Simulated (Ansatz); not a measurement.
The starting structures come from a database of crystals and need not be the phases stable at ambient conditions.

Tunnelling through a barrier is set by its complex band structure: the current falls as exp(−2κd) with the smallest κ.

Input:

```
B2O3
1.0
    4.53984     0.00000     0.00000
   -2.19062     3.97634     0.00000
    0.00000     0.00000     4.13343
B O
4 6
Direct
  0.67556   0.00556   0.56779
  0.32444   0.99444   0.06779
  0.00556   0.67556   0.56779
  0.99444   0.32444   0.06779
  0.75488   0.75488   0.50019
  0.24512   0.24512   0.00019
  0.33948   0.92112   0.41841
  0.66052   0.07888   0.91841
  0.92112   0.33948   0.41841
  0.07888   0.66052   0.91841
```

Space group of this cell: Cmc2_1. The cell is taken as given.

Transport runs along the normal of the first two printed cell vectors.

No gap correction and no spin-orbit coupling; mid-gap values are interpolated between computed energies.

Problem. Predict the band gap and the smallest decay constant κ at mid-gap from r2SCAN (Ansatz, a quantum-chemistry and plane-wave program).

Solution. Gap 9.35 eV on a 8×8×8 mesh; κ = 0.505 1/Å, at the zone centre.
